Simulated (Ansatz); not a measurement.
A computed series for TaP: element substitutions

The parent structure is TaP (space group I4_1md, No. 109; a = 3.310 Å, c = 11.272 Å; a cell from a computed database, its experimental status unchecked).

Each row replaces one element on all its sites; cell and atoms are relaxed.

Method: Ansatz (a program for electronic structure), PBEsol, PAW, cutoff 420 eV, without spin-orbit coupling.

| variant | shortest interatomic distance | c/a ratio |
|---|---|---|
| base | 2.509 Å | 3.406 |
| P → As | ___ | 3.378 |
| P → Bi | ___ | 3.260 |
| Ta → Y | 2.840 Å | ___ |

Some entries are withheld; estimate them.


- P → As, shortest interatomic distance: 2.593 Å
- P → Bi, shortest interatomic distance: 2.847 Å
- Ta → Y, c/a ratio: 3.672

Stability against distortions was not tested. As relaxed here, TaBi and YP are hypothetical phases, not in the database extracts checked. The final runs are not spin-polarised.
